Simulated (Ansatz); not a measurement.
The reference is Pt in the fcc (Cu type) structure (space group Fm-3m, No. 225; a = 3.920 Å; relaxed with 0.1 eV smearing).

Calculations: PBEsol/PAW in Ansatz (a program for electronic structure), no SOC.

Before the change:

The pressure is 0.0 GPa.

One thing is altered: every lattice vector is stretched by 3.00 %, atoms relaxed at fixed cell.

Q: How does this affect the pressure?

A: The pressure goes from zero to -19.9 GPa.

Q: What does the calculation give for the energy relative to the base after the change?

A: The energy increases by 95 meV/atom.

The cells carry an imposed strain or load. No phonon test of stability was made. The final runs are not spin-polarised. Pt lies near a magnetic instability that expansion can trigger; it was not tested.
